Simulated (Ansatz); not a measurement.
The reference is PbO2 in the rutile structure (space group P4_2/mnm, No. 136; a = 4.998 Å, c = 3.411 Å). Axes: x, y, z lie along a, b, c of the conventional cell.

Computed with Ansatz (an electronic-structure program) PBEsol, scalar-relativistic without spin-orbit coupling.

Before the change:

* **Pressure**: 0.0 GPa
* **Volume per atom**: 14.20 Å³

It is then changed as follows: biaxial strain −1.80 %, plane normal [001], relaxed out of plane (Cartesian); in-plane vectors clamped, the third vector and the atoms free.

Predict the new pressure and volume per atom.

The pressure (mean of the normal stresses, compression positive) goes from zero to 1.8 GPa; the volume per atom drops by 0.268 Å³ to 13.94 Å³.

Whether these cells are dynamically stable was not tested. The final runs are not spin-polarised. Gaps under 0.05 eV, about the width of the smearing, are given as zero.
